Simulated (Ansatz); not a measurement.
Consider BaHfO$_{3}$ in the cubic perovskite structure (space group Pm-3m, No. 221; a = 4.158 Å).

All numbers come from PBEsol in Ansatz (plane waves to 420 eV, PAW, no spin-orbit coupling).

Before the change:

| Item | Result |
|---|---|
| Gap between the host's bands | 3.58 eV |

It is then changed as follows: hole doping at 2.0×10^21 cm⁻³ (0.144 per cell), with a uniform compensating background at fixed cell and a 300 K Fermi–Dirac width.

Question: What happens to the Fermi level from band edge?

Answer: The Fermi level relative to the doped band's edge (positive inside the band; to 0.05 eV) is +0.05 eV.

Question: How does this affect the gap between the host's bands?

Answer: The gap between the host's bands increases by 0.10 eV, from 3.58 eV to 3.68 eV.

Charged cell with a jellium background: band edges are those of the host's band count, energies are not comparable with the neutral cell, and many-body gap narrowing is missing. With Hf present, leaving out spin-orbit coupling can change the band edges. Whether these cells are dynamically stable was not tested. The base started in P4mm and relaxed to Pm-3m at this level.

Ansatz is a quantum-chemistry and plane-wave program.
